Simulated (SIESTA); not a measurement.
**Worked example: self-consistent single point of LaSnPt (Pnma, 12 atoms in the cell) in SIESTA**

Method of the run: GGA PBEsol, numerical atomic orbitals DZP, PseudoDojo PBEsol standard norm-conserving potentials (rewritten from UPF to PSML) in SIESTA 5.4.2.

The input file:

```
# files in the folder: La.psml Sn.psml Pt.psml (PseudoDojo PBEsol standard)
SystemName  LaSnPt
SystemLabel LaSnPt

NumberOfAtoms                12
NumberOfSpecies              3
%block ChemicalSpeciesLabel
  1 57 La
  2 50 Sn
  3 78 Pt
%endblock ChemicalSpeciesLabel
LatticeConstant              1.0 Bohr
%block LatticeVectors
    14.322744525    0.000000000    0.000000000
     0.000000000    8.772014184    0.000000000
     0.000000000    0.000000000   15.204339556
%endblock LatticeVectors
AtomicCoordinatesFormat      Fractional
%block AtomicCoordinatesAndAtomicSpecies
     0.483440000    0.750000000    0.806660000  1
     0.516560000    0.250000000    0.193340000  1
     0.016560000    0.250000000    0.306660000  1
     0.983440000    0.750000000    0.693340000  1
     0.672170000    0.250000000    0.582620000  2
     0.327830000    0.750000000    0.417380000  2
     0.827830000    0.750000000    0.082620000  2
     0.172170000    0.250000000    0.917380000  2
     0.791700000    0.250000000    0.907440000  3
     0.208300000    0.750000000    0.092560000  3
     0.708300000    0.750000000    0.407440000  3
     0.291700000    0.250000000    0.592560000  3
%endblock AtomicCoordinatesAndAtomicSpecies

XC.functional                GGA
XC.authors                   PBEsol
PAO.BasisSize                DZP
PAO.EnergyShift              0.01 Ry
MeshCutoff                   350 Ry
%block kgrid.MonkhorstPack
    4   0   0  0.0
    0   6   0  0.0
    0   0   4  0.0
%endblock kgrid.MonkhorstPack
OccupationFunction           FD
ElectronicTemperature        100.0 meV

MaxSCFIterations             150
SCF.Mixer.Method             Pulay
SCF.Mixer.Weight             0.25
SCF.Mixer.History            8
SCF.DM.Tolerance             1.0E-04
Diag.ParallelOverK           true
WriteForces                  true
Charge.Mulliken              end
```

The program printed (abridged):

```
reinit: Reading from file input.fdf

reinit: System Name: LaSnPt
reinit: System Label: LaSnPt

coor:   Atomic-coordinates input format  =     Fractional

siesta: Atomic coordinates (Bohr) and species
siesta:      6.92419   6.57901  12.26473  1        1
siesta:      7.39856   2.19300   2.93961  1        2
siesta:      0.23718   2.19300   4.66256  1        3
siesta:     14.08556   6.57901  10.54178  1        4
siesta:      9.62732   2.19300   8.85835  2        5
siesta:      4.69543   6.57901   6.34599  2        6
siesta:     11.85680   6.57901   1.25618  2        7
siesta:      2.46595   2.19300  13.94816  2        8
siesta:     11.33932   2.19300  13.79703  3        9
siesta:      2.98343   6.57901   1.40731  3       10
siesta:     10.14480   6.57901   6.19486  3       11
siesta:      4.17794   2.19300   9.00948  3       12

siesta: System type = bulk

initatomlists: Number of atoms, orbitals, and projectors:     12   224   384

siesta: ******************** Simulation parameters ****************************
redata: Spin configuration                          = none
redata: Time-Reversal Symmetry                      = T
redata: Number of Atomic Species                    =        3
redata: Mesh Cutoff                                 =   350.0000 Ry
redata: Net charge of the system                    =     0.0000 |e|
redata: Min. number of SCF Iter                     =        0
redata: Max. number of SCF Iter                     =      150
redata: SCF convergence failure will abort job
redata: SCF mix quantity                            = Hamiltonian
redata: Mix DM or H after convergence               =   F
redata: Recompute H after scf cycle                 =   F
redata: Mix DM in first SCF step                    =   T
redata: No kicks to SCF
redata: DM Mixing Weight for Kicks                  =     0.5000
redata: Require Harris convergence for SCF          =   F
   [... lines left out ...]
diag: Parallel distribution                         =     1 x     1
diag: Used triangular part                          = Lower
diag: Absolute tolerance                            =  0.100E-15
diag: Orthogonalization factor                      =  0.100E-05
diag: Memory factor                                 =  1.0000

superc: Internal auxiliary supercell:     5 x     5 x     3  =      75
superc: Number of atoms, orbitals, and projectors:    900  16800  28800

                        Single-point calculation

superc: Internal auxiliary supercell:     5 x     5 x     3  =      75
superc: Number of atoms, orbitals, and projectors:    900  16800  28800

outcell: Unit cell vectors (Ang):
        7.579270    0.000000    0.000000
        0.000000    4.641950    0.000000
        0.000000    0.000000    8.045790

outcell: Cell vector modules (Ang)   :    7.579270    4.641950    8.045790
outcell: Cell angles (23,13,12) (deg):     90.0000     90.0000     90.0000
outcell: Cell volume (Ang**3)        :    283.0717
new_DM -- step:     1
Initializing Density Matrix...

Attempting to read DM from file... Failed...
DM filled with atomic data:

InitMesh: MESH = 90 x 54 x 96 = 466560
InitMesh: Mesh cutoff (required, used) =   350.000   374.015 Ry

stepf: Fermi-Dirac step function
        iscf     Eharris(eV)        E_KS(eV)     FreeEng(eV)     dDmax    Ef(eV) dHmax(eV)
   scf:    1   -26185.178919   -26474.440386   -26474.720030  1.594637 -3.010792 32.398919
   scf:    2   -26498.077733   -26577.615478   -26577.834313  0.715760 -4.234707 10.854020
   scf:    3   -26601.847553   -26593.141950   -26593.370306  0.092667 -4.111188  2.308682
   scf:    4   -26590.462784   -26593.714276   -26593.949356  0.098099 -4.074581  3.266335
   scf:    5   -26593.542307   -26594.635149   -26594.872795  0.081825 -4.192965  1.430593
   scf:    6   -26594.829785   -26594.883609   -26595.121955  0.021013 -4.166277  0.294777
   scf:    7   -26594.898142   -26594.894629   -26595.132869  0.003756 -4.172770  0.025698
   scf:    8   -26594.892462   -26594.894037   -26595.132266  0.001025 -4.175050  0.074261
   scf:    9   -26594.894591   -26594.894680   -26595.132953  0.001116 -4.174017  0.010935
   scf:   10   -26594.894689   -26594.894688   -26595.132966  0.000091 -4.174359  0.002248
   scf:   11   -26594.894710   -26594.894699   -26595.132967  0.000066 -4.174457  0.000715
SCF Convergence by DM+H criterion
max |DM_out - DM_in|         :     0.0000662766
max |H_out - H_in|      (eV) :     0.0007146199
SCF cycle converged after 11 iterations

Using DM_out to compute the final energy and forces

siesta: E_KS(eV) =           -26594.8947

siesta: E_KS - E_eggbox =    -26594.8947

siesta: Atomic forces (eV/Ang):
     1    0.063694   -0.000000    0.143790
     2   -0.063694    0.000000   -0.143790
     3   -0.063694   -0.000000    0.143790
     4    0.063694   -0.000000   -0.143790
     5   -0.004026    0.000000    0.053983
     6    0.004026    0.000000   -0.053983
     7    0.004026   -0.000000    0.053982
     8   -0.004026    0.000000   -0.053982
     9    0.012316   -0.000000   -0.005344
    10   -0.012316    0.000000    0.005344
    11   -0.012316   -0.000000   -0.005345
    12    0.012316    0.000000    0.005345
   Tot    0.000000    0.000000    0.000000
   Max    0.143790
   Res    0.055621    sqrt( Sum f_i^2 / 3N )
   Max    0.143790    constrained

Stress tensor Voigt[x,y,z,yz,xz,xy] (kbar):       -0.19       -9.90       -6.63       -0.00       -0.00       -0.00
(Free)E + p*V (eV/cell)   -26594.1486
Target enthalpy (eV/cell)   -26595.1330

siesta: Program's energy decomposition (eV):
siesta: Ebs     =     -4520.682002
siesta: Eions   =     32353.718543
siesta: Ena     =      4284.295941
siesta: Ekin    =     10006.733738
siesta: Enl     =     -2915.463508
siesta: Eso     =         0.000000
siesta: Edftu   =         0.000000
siesta: DEna    =       234.459167
siesta: DUscf   =         8.816218
siesta: DUext   =         0.000000
siesta: Ex      =     -5458.198308
siesta: Ec      =      -401.819403
siesta: Exc     =     -5860.017711
siesta: Eharris =    -26594.894710
siesta: Etot    =    -26594.894699
siesta: FreeEng =    -26595.132967

siesta: Atomic forces (eV/Ang):
siesta:      1    0.063694   -0.000000    0.143790
siesta:      2   -0.063694    0.000000   -0.143790
siesta:      3   -0.063694   -0.000000    0.143790
siesta:      4    0.063694   -0.000000   -0.143790
siesta:      5   -0.004026    0.000000    0.053983
siesta:      6    0.004026    0.000000   -0.053983
   [... lines left out ...]
siesta: Cell volume =        283.071750 Ang**3
siesta:           5.57155207          4.77882177  kBar
   [... lines left out ...]
               6px     5dxy    5dyz    5dz2    5dxz    5dx2-y2 5dxy    5dyz
               5dz2    5dxz    5dx2-y2
   9 17.903   1.907   0.621   0.003   1.976   1.977   1.984   0.320   0.306
              0.277   1.675   1.634   1.601   1.664   1.595   0.073   0.060

              0.078   0.077   0.076
  10 17.903   1.907   0.621   0.003   1.976   1.977   1.984   0.320   0.306
              0.277   1.675   1.634   1.601   1.664   1.595   0.073   0.060

              0.078   0.077   0.076
  11 17.903   1.907   0.621   0.003   1.976   1.977   1.984   0.320   0.306
              0.277   1.675   1.634   1.601   1.664   1.595   0.073   0.060

              0.078   0.077   0.076
  12 17.903   1.907   0.621   0.003   1.976   1.977   1.984   0.320   0.306
              0.277   1.675   1.634   1.601   1.664   1.595   0.073   0.060

              0.078   0.077   0.076

mulliken: Qtot =      172.000

Mulliken Atomic Populations:
Atom #   charge [q] valence [e]  Species
     1     0.602989   10.397011  La
     2     0.602989   10.397011  La
     3     0.602989   10.397011  La
     4     0.602989   10.397011  La
     5    -0.699780   14.699780  Sn
     6    -0.699780   14.699780  Sn
     7    -0.699780   14.699780  Sn
     8    -0.699780   14.699780  Sn
     9     0.096791   17.903209  Pt
    10     0.096791   17.903209  Pt
    11     0.096791   17.903209  Pt
    12     0.096791   17.903209  Pt
 Total     0.000000
```

The run converged in 11 iterations.

The starting cell comes from a database of computed structures (which also holds hypothetical and non-ambient phases and stackings), without a prior relaxation at this level. Spin polarisation is off. Values carry the incompleteness of an atom-centred basis.

Cost on one core of a shared machine: roughly 3 min.
